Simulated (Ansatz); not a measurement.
## SrGeO3: response to strain

Base system: SrGeO3 (space group P-62m, No. 189; a = 6.9046 Å, c = 5.7202 Å; a cell from a computed database, its experimental status unchecked). Axes: x lies along a and z along c of the hexagonal cell.

Strains are applied to the cell and any free atomic positions relax; under biaxial strain the out-of-plane vector relaxes too; under stress the whole cell relaxes.

Computed with Kohn–Sham DFT with the PBEsol functional, run in Ansatz (a quantum-chemistry and plane-wave program) with PAW and 420 eV plane waves, no spin-orbit coupling.

Notes on the quantities. pressure: mean of the normal stresses, compression positive; energy relative to the base: free energy F.

```json
[
 {"case": "base", "pressure": "0.00 GPa", "energy relative to the base": "0 meV/atom", "volume per atom": "15.74 Å³", "electron mass": "0.32 mₑ along c, 0.43 mₑ across (at Γ)", "band gap": "3.01 eV"},
 {"case": "biaxial strain −3.71 %, plane normal [001], relaxed out of plane", "pressure": "2.48 GPa", "energy relative to the base": "+13 meV/atom", "volume per atom": "14.84 Å³", "electron mass": "0.30 mₑ out of plane, 0.43 mₑ in plane (at Γ)", "band gap": "2.88 eV"},
 {"case": "isotropic strain −3.22 %", "pressure": "8.67 GPa", "energy relative to the base": "+36 meV/atom", "volume per atom": "14.27 Å³", "electron mass": "0.33 mₑ along c, 0.42 mₑ across (at Γ)", "band gap": "3.21 eV"},
 {"case": "isotropic strain +3.74 %", "pressure": "-6.06 GPa", "energy relative to the base": "+38 meV/atom", "volume per atom": "17.58 Å³", "electron mass": "0.33 mₑ along c, 0.43 mₑ across (at Γ)", "band gap": "2.76 eV"},
 {"case": "uniaxial stress, 3 GPa compression along z", "pressure": "–", "energy relative to the base": "+2.2 meV/atom", "volume per atom": "15.71 Å³", "electron mass": "0.33 mₑ along z, 0.43 mₑ across (at Γ)", "band gap": "3.07 eV"}
]
```

Masses are band curvatures over ±0.01 Å⁻¹ around the edge. Stability under load was not tested beyond the relaxation.
